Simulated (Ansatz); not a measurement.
PBE against PBEsol: HfSi2, pressure 30 GPa

The reference is HfSi2 (space group Cmcm, No. 63; a = 3.6825 Å, b = 14.5985 Å, c = 3.6583 Å).

(Cell as relaxed with PBE.)

Levels (all Ansatz, a program for electronic structure, PAW, earlier PAW set): PBE (420 eV, without spin-orbit coupling); PBEsol (420 eV, no SOC).

Each level relaxes its own structure.

| base | PBE | PBEsol |
|---|---|---|
| volume per atom | 16.39 Å³ | 15.87 Å³ |
| band gap | zero | zero |

Now apply this change: cell and atoms relaxed at a pressure of 30 GPa.

```csv
quantity,PBE,PBEsol
shortest interatomic distance,2.361 Å,___
band gap,zero,___
```

Problem. Predict the PBEsol column.

Solution. 
- shortest interatomic distance, PBEsol: 2.357 Å
- band gap, PBEsol: zero

PBE's shortest interatomic distance lies 0.0035 Å above PBEsol's (0.1 %); the two agree on the band gap. Neither level is exact; PBEsol is the comparison here, not a measurement.

Load acts through the strain it causes; cell and atoms are relaxed under it. No phonon test of stability was made. Competing high-pressure phases were not computed. The final runs are not spin-polarised.
